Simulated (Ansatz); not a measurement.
What biaxial strain +2.53 %, plane normal [001], relaxed out of plane does to hypothetical rock salt GaAs

Base system: GaAs in the rock salt structure (space group Fm-3m, No. 225; a = 5.330 Å; a hypothetical phase, not in the database extracts checked). Axes: x, y, z lie along the cube axes.

Perturbation: tensile biaxial strain of 2.53 % in the plane normal to [001], as in epitaxy on a mismatched substrate; the out-of-plane cell vector and the atoms relax.

Computed with r2SCAN/PAW in Ansatz (a quantum-chemistry and plane-wave program), without spin-orbit coupling. Settings: 15×15×15 k-points, 0.05 eV Fermi–Dirac smearing.

```csv
quantity,base,changed,shift
volume per atom,18.92 Å³,19.63 Å³,+0.701 Å³
space group,Fm-3m (No. 225),I4/mmm (No. 139),–
shortest interatomic distance,2.665 Å,2.629 Å,-0.036 Å
energy relative to the base (free energy F),0 meV/atom,+12 meV/atom,+12 meV/atom
"pressure (mean of the normal stresses, compression positive)",0.0 GPa,-2.6 GPa,-2.6 GPa
band gap,zero,zero,–
out-of-plane strain (rough),–,-1.35 %,–
mean in-plane stress (compression positive) (rough),–,-3.9 GPa,–
```

Final structure (turned so that z lies along the plane normal):

```
CELL_PARAMETERS angstrom
      3.86399     0.00000     0.00000
      0.00000     3.86399     0.00000
      1.93199    -1.93199     2.62888
ATOMIC_POSITIONS crystal
  As 0.00000 0.00000 0.00000
  Ga 0.50000 0.50000 0.00000
```

Without a gap, meshes like the base's 15×15×15 leave anisotropic stresses uncertain by several tenths of a GPa, and small strain energies with them. Stability against distortions was not tested. The final runs are not spin-polarised.
